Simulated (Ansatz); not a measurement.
Ansatz (a program for electronic structure) run on TiSi₂ (Cmcm, 6 atoms in the cell): zone-centre phonon calculation.

Level of theory: PBE (plane waves, PAW; Ansatz).

```
TiSi2
1.0
    1.77393    -6.79308     0.00000
    1.77393     6.79308     0.00000
    0.00000     0.00000     3.58300
Ti Si
2 4
Cartesian
  1.77393  -5.39207   2.68725
  1.77393   5.39207   0.89575
  1.77393  -0.79139   2.68725
  1.77393   0.79139   0.89575
  1.77393   3.40075   2.68725
  1.77393  -3.40075   0.89575
```

Reference input (self-consistent single point, DFT, PBE, plane waves, default PAW files): basis.ecutwfc = 420 eV; kpoints.mp_grid.grid = 8 8 8; hamiltonian.xc = pbe; hamiltonian.pseudopotentials = {kind: paw} (the program's default PAW files); scf.occupations.method = fermi_dirac; scf.occupations.width = 0.1 eV. This run's input differs from it in these lines:

```diff
@@ -25,6 +25,6 @@
     width: 0.1
-output:
-  forces: true
-  eigenvalues: true
-  stress: true
+  convergence:
+    dr2_threshold: 1.0e-07 eV
+phonons:
+  method: dfpt
```

Output, abridged:

```
SCF iter   1: F=—  HF=-7545.998676 eV  |F-HF|=—  |Δ(HF+E_count)|=         —  Δρ=5.83e-3  dr2=4.55e-2  ethr=1.77e-3  ⟨swp⟩=5.9  Hψ=13417  notcnv=0
all-band conjugate gradients solve this SCF's bands
preconditioner: auto → Kerker (q_TF=auto, 2.400 Å⁻¹)
SCF iter   2: F=—  HF=-7545.993460 eV  |F-HF|=—  |Δ(HF+E_count)|=   5.22e-3  Δρ=2.30e-3  dr2=7.53e-3  ethr=1.14e-4  ⟨swp⟩=1.3  Hψ=3621  notcnv=0
SCF iter   3: F=—  HF=-7545.992866 eV  |F-HF|=—  |Δ(HF+E_count)|=   5.94e-4  Δρ=5.97e-4  dr2=6.44e-4  ethr=1.88e-5  ⟨swp⟩=2.0  Hψ=3102  notcnv=0
SCF iter   4: F=—  HF=-7545.992814 eV  |F-HF|=—  |Δ(HF+E_count)|=   5.17e-5  Δρ=1.22e-4  dr2=2.76e-5  ethr=1.61e-6  ⟨swp⟩=2.1  Hψ=3270  notcnv=0
SCF iter   5: F=—  HF=-7545.992810 eV  |F-HF|=—  |Δ(HF+E_count)|=   4.64e-6  Δρ=2.67e-5  dr2=9.92e-7  ethr=6.91e-8  ⟨swp⟩=2.0  Hψ=3613  notcnv=0
SCF iter   6: F=-7545.992810 eV  HF=-7545.992810 eV  |F-HF|=1.45e-8  |Δ(HF+E_count)|=   4.79e-9  Δρ=5.48e-6  dr2=3.26e-8  ethr=2.50e-10  ⟨swp⟩=10.0  Hψ=18701  notcnv=0
SCF 1 converged in 6 iterations: F = -7545.992810 eV  dr2 = 3.26e-8
DFPT response loops at Γ: preconditioner auto → Kerker (q_TF=auto, 2.400 Å⁻¹) (partly filled bands, converged f_vac=0.000) …
Free energy (F): -7545.992810 eV
Internal energy: -7545.937746 eV  (E = F + TS)
E sigma→0 (E₀):  -7545.965278 eV
Entropy (-TS):   -0.055064 eV (-9.177 meV/atom)
Fermi energy:    12.741488 eV
--- Phonons (Γ-DFPT): 9 representative perturbations + reference, on 105 of 512 k-points (Σ response iterations 36) ---
  k mesh reduced under 4 symmetry operations, with k and −k counted as one. Each operation leaves every solved displacement unchanged or reverses it
  ASR residual: 2.140e-3 → 0.000e0 eV/Å²; symmetrization residual: 3.470e-6 eV/Å²
  ASR residual per site (eV/Å²): 9.83e-4 9.83e-4 1.13e-3 1.13e-3 2.14e-3 2.14e-3
  Γ frequencies (cm⁻¹): 0.00 0.00 0.00 188.24 193.76 194.69 221.36 222.56 267.08 296.91 334.10 335.87 339.13 344.59 344.90 360.98 377.58 459.53
  non-analytic LO–TO correction: not included (Born effective charges unavailable; polar crystals: no LO–TO splitting at Γ)
```

The run converged in 6 iterations. 

Summary of the result:
Free energy E − TS (on the zero of these files): -7545.9928 eV
Fermi level (on the code's own zero): 12.74 eV
Zone-centre frequencies (cm⁻¹; negative means imaginary): 0, 0, 0, 188, 194, 195, 221, 223, 267, 297, 334, 336, 339, 345, 345, 361, 378, 460

The starting cell comes from a database of computed structures (which also holds hypothetical and non-ambient phases and stackings), without a prior relaxation at this level. Its lattice was rescaled by up to half a per cent. Spin polarisation is off.

Cost on one core of a shared machine: roughly 5 min.

Keys are those of Ansatz 0.2.
